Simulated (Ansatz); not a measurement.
These are PBE (plane waves to 420 eV, PAW; Ansatz, a program for electronic structure) values and carry that method's errors.

Electrostatic potential energy of an electron, averaged over planes parallel to the surface, in eV from the Fermi level, for Mo on a Co site (surface) in a 3x3 cell of the 1x1 (0001) surface of hcp Co, ferromagnetic:

(z (Å), V (eV)): (5.38, 4.97); (5.67, 4.97); (5.95, 4.97); (6.23, 4.96); (6.52, 4.96); (6.80, 4.94); (7.08, 4.91); (7.37, 4.86); (7.65, 4.74); (7.93, 4.50); (8.22, 4.00); (8.50, 2.99); (8.78, 0.88); (9.07, -4.86); (9.35, -13.72); (9.63, -19.73); (9.92, -19.44); (10.20, -13.07); (10.48, -4.76); (10.77, -1.57); (11.05, -6.27); (11.33, -14.79); (11.62, -20.19); (11.90, -19.14); (12.18, -12.19); (12.47, -3.80); (12.75, -0.57); (13.03, -3.89); (13.32, -12.31); (13.60, -19.19); (13.88, -20.15); (14.17, -14.70); (14.45, -6.22); (14.73, -1.72); (15.02, -5.11); (15.30, -13.71); (15.58, -20.49); (15.87, -21.07); (16.15, -15.10); (16.43, -5.98); (16.72, 0.28); (17.00, 2.69); (17.28, 3.85); (17.57, 4.42); (17.85, 4.70); (18.13, 4.83); (18.42, 4.90); (18.70, 4.93); (18.98, 4.95); (19.27, 4.96); (19.55, 4.96); (19.83, 4.96); (20.12, 4.96)

Model: 36-atom slab, 6.0 Å thick at the start (thin: gaps and levels are the slab's own), 5x5x1 mesh, Fermi-Dirac 0.1 eV, dipole correction, 9 atoms held, the rest relaxed; symmetry of the start imposed; spin-polarised, no spin-orbit, no U.

The vacuum level lies 4.97 eV above the Fermi level over the top face and 4.97 eV above it under the bottom face.
